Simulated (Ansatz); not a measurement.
# Hypothetical rock salt GaAs: pressure series

Consider GaAs in the rock salt structure (space group Fm-3m, No. 225; a = 5.3035 Å; a hypothetical phase, not in the database extracts checked).

Cell and atoms are relaxed at each pressure.

Level of theory: PBEsol (Ansatz, a quantum-chemistry and plane-wave program), scalar-relativistic without spin-orbit coupling.

Notes on the quantities. enthalpy: H = E + PV relative to the base's energy.

```tsv
variant	shortest interatomic distance	enthalpy
base	2.652 Å	–
pressure −2 GPa	2.675 Å	-0.24 eV/atom
pressure −1 GPa	2.663 Å	-0.12 eV/atom
pressure 0.3 GPa	2.649 Å	+0.03 eV/atom
pressure 0.7 GPa	2.644 Å	+0.08 eV/atom
pressure 1.5 GPa	2.636 Å	+0.17 eV/atom
pressure 3 GPa	2.622 Å	+0.34 eV/atom
pressure 5 GPa	2.605 Å	+0.57 eV/atom
pressure 7.5 GPa	2.585 Å	+0.84 eV/atom
pressure 10 GPa	2.567 Å	+1.11 eV/atom
```

Load acts through the strain it causes; cell and atoms are relaxed under it. No phonon test of stability was made. No other phases were tried under pressure. All final runs are without spin polarisation.
